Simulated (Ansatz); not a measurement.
Ag2S (within 0.1 Å of Cmcm, No. 63, 6 atoms in the cell; start mp-36216; a measured phase of this formula has another space group), treated with PBE0 in Ansatz (plane waves, PAW).

Settings: plane-wave cutoff 460 eV, 6×6×4 k mesh (along the axes of the cell as run), Fermi–Dirac smearing 0.01 eV, no spin polarisation, scalar-relativistic PAW data made under PBE.

Cell (relaxed at this level):

```cif
data_Ag8S4
_chemical_formula_sum 'Ag8 S4'
_space_group_name_H-M_alt 'Cmcm'
_space_group_IT_number 63
_space_group_name_Hall '-C 2c 2'
_cell_length_a 4.64974
_cell_length_b 7.24461
_cell_length_c 7.93468
_cell_angle_alpha 90.000
_cell_angle_beta 90.000
_cell_angle_gamma 90.000
loop_
_space_group_symop_operation_xyz
  'x, y, z'
  '-x, -y, -z'
  '-x, -y, z+1/2'
  'x, y, -z+1/2'
  'x, -y, -z'
  '-x, y, z'
  '-x, y, -z+1/2'
  'x, -y, z+1/2'
  'x+1/2, y+1/2, z'
  '-x+1/2, -y+1/2, -z'
  '-x+1/2, -y+1/2, z+1/2'
  'x+1/2, y+1/2, -z+1/2'
  'x+1/2, -y+1/2, -z'
  '-x+1/2, y+1/2, z'
  '-x+1/2, y+1/2, -z+1/2'
  'x+1/2, -y+1/2, z+1/2'
loop_
_atom_site_label
_atom_site_type_symbol
_atom_site_symmetry_multiplicity
_atom_site_Wyckoff_symbol
_atom_site_fract_x
_atom_site_fract_y
_atom_site_fract_z
_atom_site_occupancy
Ag1 Ag 4 a 0.00000 0.00000 0.00000 1
Ag2 Ag 4 c 0.00000 0.55404 0.25000 1
S1 S 4 c 0.00000 0.18658 0.25000 1
```
(The calculation used a cell of 6 atoms; values per cell refer to that cell.)

**Question.** What does this level give for the band gap and smallest direct gap on the k points sampled?

**Answer.** 
* **band gap**: 2.57 eV
* **smallest direct gap on the k points sampled**: 2.58 eV

Spin–orbit coupling is not included.

Computed values are for the static lattice.

A start named mp-… is a Materials Project structure, which need not be a measured phase.

Ansatz is a program for electronic structure.
